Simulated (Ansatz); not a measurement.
**Short convergence ladders for TiTe2 (P-3m1, 3 atoms in the cell)**

```
TiTe2
1.0
    3.83568     0.00000     0.00000
   -1.91784     3.32180     0.00000
    0.00000     0.00000     6.73841
Ti Te
1 2
Cartesian
  0.00000   0.00000   0.00000
  1.91784   1.10727   5.05266
  0.00000   2.21453   1.68575
```

Base method: LDA (PW92), default PAW files made with PBE (plane waves; Ansatz, a quantum-chemistry and plane-wave program).

Base settings: basis.ecutwfc = 420 eV; kpoints.mp_grid.grid = 10 10 5; hamiltonian.xc = lda; hamiltonian.pseudopotentials = {kind: paw} (the program's default PAW files); scf.occupations.method = fermi_dirac; scf.occupations.width = 0.1 eV.

Core times come from one kind of shared machine, to one figure; runs under 30 s give none.

**Zone-centre phonons against the cutoff**

In this ladder: phonons.method = dfpt.

The mesh stays at the base's, so the ladder's end is converged at best in this setting alone.

Frequencies are those of the unrelaxed cell, without the LO-TO term of polar crystals.

Only quantities that move along the ladder and can be compared are tabulated.

```csv
basis.ecutwfc,highest zone-centre frequency (cm⁻¹),lowest optical frequency (cm⁻¹),core time / last (rough)
210 eV,180.0,-18.1,0.2
250 eV,240.8,95.4,0.2
295 eV,244.2,93.2,0.3
355 eV,240.8,92.1,0.4
420 eV,240.9,92.2,0.5
505 eV,240.9,92.2,0.6
630 eV,240.9,92.2,1
```

Coarsest basis.ecutwfc that holds the highest zone-centre frequency within 10 cm⁻¹ of the last step, with all finer ones: 250 eV, at about 0.2 of the last step's time; the step before is off by 61 cm⁻¹.

Coarsest basis.ecutwfc that holds the lowest optical frequency within 2 cm⁻¹ of the last step, with all finer ones: 295 eV, at about 0.3 of the last step's time; the step before is off by 3.2 cm⁻¹.

**Zone-centre phonons against the mesh**

In this ladder: phonons.method = dfpt.

Frequencies are those of the unrelaxed cell, without the LO-TO term of polar crystals.

Only quantities that move along the ladder and can be compared are tabulated.

```tsv
kpoints.mp_grid.grid	highest zone-centre frequency (cm⁻¹)	lowest optical frequency (cm⁻¹)	core time / last (rough)
3 3 2	232.7	93.4	–
4 4 2	238.8	93.3	–
5 5 3	237.1	92.1	–
6 6 3	245.7	91.8	0.02
8 8 4	243.8	92.1	0.04
12 12 6	239.2	92.1	0.1
15 15 7	238.1	92.1	0.5
18 18 9	237.9	92.1	1
```

Coarsest kpoints.mp_grid.grid that holds the highest zone-centre frequency within 2 cm⁻¹ of the last step, with all finer ones: 12 12 6, at about 0.1 of the last step's time; the step before is off by 5.9 cm⁻¹.

Coarsest kpoints.mp_grid.grid that holds the lowest optical frequency within 1 cm⁻¹ of the last step, with all finer ones: 5 5 3; the step before is off by 1.3 cm⁻¹.

**The force threshold of a relaxation**

On TiTe2 (P3m1, 3 atoms in the cell): one atom moved by 0.15 angstrom.

In this ladder: relax = atoms.

The mesh stays at the base's, so the ladder's end is converged at best in this setting alone.

Only quantities that move along the ladder and can be compared are tabulated.

| relax.f_tol | free energy less the last step's (meV/atom) | largest force left (eV/Å) | relaxation steps |
|---|---|---|---|
| 0.2 eV/Å | 0.20 | 0.0768 | 3 |
| 0.1 eV/Å | 0.20 | 0.0769 | 4 |
| 0.05 eV/Å | 0.00 | 0.0009 | 4 |
| 0.03 eV/Å | 0.00 | 0.0011 | 4 |
| 0.02 eV/Å | 0.00 | 0.0003 | 5 |
| 0.01 eV/Å | 0.00 | 0.0003 | 5 |
| 0.005 eV/Å | 0.00 | 0.0003 | 6 |
| 0.002 eV/Å | 0.00 | 0.0003 | 6 |
| 0.001 eV/Å | 0.00 | 0.0003 | 6 |

Coarsest relax.f_tol that holds the free energy within 0.1 meV/atom of the last step, with all finer ones: 0.05 eV/Å; the step before is off by 0.20 meV/atom.

Coarsest relax.f_tol that holds the largest force left within 0.005 eV/Å of the last step, with all finer ones: 0.05 eV/Å; the step before is off by 0.077 eV/Å.

On the base run: the starting cell comes from a database of computed structures (which also holds hypothetical and non-ambient phases and stackings), without a prior relaxation at this level. Its lattice was rescaled by up to half a per cent. Spin polarisation is off, so a magnetic state, if there is one, cannot be reached. In the base run, with a pressure of about -5 GPa the cell is away from its equilibrium volume at this level.

Left out of this page: 1 run of the series stopped by limits of time or memory.

Keys are those of Ansatz 0.2.
